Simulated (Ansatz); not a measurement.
Base system: CsSnI$_{3}$ in the cubic perovskite structure (space group Pm-3m, No. 221; a = 6.225 Å).

Level of theory: r2SCAN/PAW in Ansatz (an electronic-structure program), without spin-orbit coupling, earlier PAW set.

Before the change:

| Quantity | Value |
|---|---|
| Band gap | 0.46 eV |
| Volume per atom | 48.25 Å³ |

One thing is altered: cell and atoms relaxed at a pressure of 0.7 GPa.

Problem. What does the calculation give for the band gap after the change?

Solution. The band gap decreases by 0.18 eV to 0.28 eV.

Problem. What happens to the volume per atom?

Solution. The volume per atom falls by 1.76 Å³ to 46.49 Å³.

Spin-orbit coupling, missing from the scalar runs, can matter with I. Load acts through the strain it causes; cell and atoms are relaxed under it. Stability against distortions was not tested. Many cubic perovskites are stable only at high temperature; tilts and polar distortions were not tested. The zero or small gap of CsSnI3 under pressure 0.7 GPa can change with the level of theory.
